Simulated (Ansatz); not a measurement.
**zinc-blende GaP: the defect P interstitial started as a split pair with P**

All values below come from PBE, PAW (plane waves to 420 eV; Ansatz, a quantum-chemistry and plane-wave program). The supercell holds 64 host sites (2×2×2 repeats of a cell of 8 atoms), with a 2×2×2 shifted k-point sampling for the final energies. Site at the start: split with P along <110>. Energies of charged states are corrected for periodic images (point charge plus alignment at distant sites). Dielectric constants: PBE linear response of the host. Host gap at this level: 1.57 eV. These values are not converged in cell size to better than tenths of an eV. Levels are measured in PBE's own, too narrow, gap. Spin–orbit coupling is left out. Each state is the lowest found from its start.

Formation energies E_f are given with the Fermi level at the valence-band maximum. Chemical conditions: Ga-rich (Δμ(P) = -0.86 eV; only phases computed here count, gases as isolated molecules at 0 K); P-rich (Δμ(P) = 0.00 eV; only phases computed here count, gases as isolated molecules at 0 K). Reference phases: P: black phosphorus.

The name describes the start; the neighbours show where the atoms ended.

Charges with a result: +1, 0, −1. Others weren't obtained, and one of them could lie lower, also by skipping a charge.

```json
[
 {"charge": "+1", "moment (μB)": "0.0", "largest move off a lattice site (Å)": "0.31", "neighbours of the last P atom of the defect at the end (Å)": "P 2.08, Ga 2.34, Ga 2.65, Ga 2.65, P 3.03, P 3.17, P 3.17", "image correction with alignment (eV)": "0.28", "E_f, Ga-rich (eV)": "4.16", "E_f, P-rich (eV)": "3.29", "above the lowest spin state (eV)": "0.00"},
 {"charge": "+1", "moment (μB)": "not spin-polarised", "largest move off a lattice site (Å)": "0.31", "neighbours of the last P atom of the defect at the end (Å)": "P 2.08, Ga 2.34, Ga 2.65, Ga 2.65, P 3.03, P 3.17, P 3.17", "image correction with alignment (eV)": "0.28", "E_f, Ga-rich (eV)": "4.16", "E_f, P-rich (eV)": "3.29", "above the lowest spin state (eV)": "0.00"},
 {"charge": "0", "moment (μB)": "1.0", "largest move off a lattice site (Å)": "0.41", "neighbours of the last P atom of the defect at the end (Å)": "P 2.13, Ga 2.25, Ga 2.75, Ga 2.76, P 2.83, P 3.11, P 3.11", "image correction with alignment (eV)": "0.00", "E_f, Ga-rich (eV)": "4.44", "E_f, P-rich (eV)": "3.58", "above the lowest spin state (eV)": "0.00"},
 {"charge": "−1", "moment (μB)": "not spin-polarised", "largest move off a lattice site (Å)": "0.33", "neighbours of the last P atom of the defect at the end (Å)": "P 2.15, Ga 2.27, Ga 2.31, Ga 2.92, P 3.02, P 3.16, P 3.21", "image correction with alignment (eV)": "-0.02", "E_f, Ga-rich (eV)": "5.27", "E_f, P-rich (eV)": "4.40", "above the lowest spin state (eV)": "0.00"}
]
```

Starting moments that weren't kept: charge +1 began with 2 μB and ended with 0.0.

No other site or start that was run ended lower by more than 0.1 eV.

Transition levels above the valence-band maximum: ε(+1/0) = 0.29 eV; ε(0/−1) = 0.82 eV. On the lower envelope of the bound states, inside the gap: (+1/0) at 0.29 eV; (0/−1) at 0.82 eV.

Flagged in the runs: a strain field that reaches the edge of the cell.
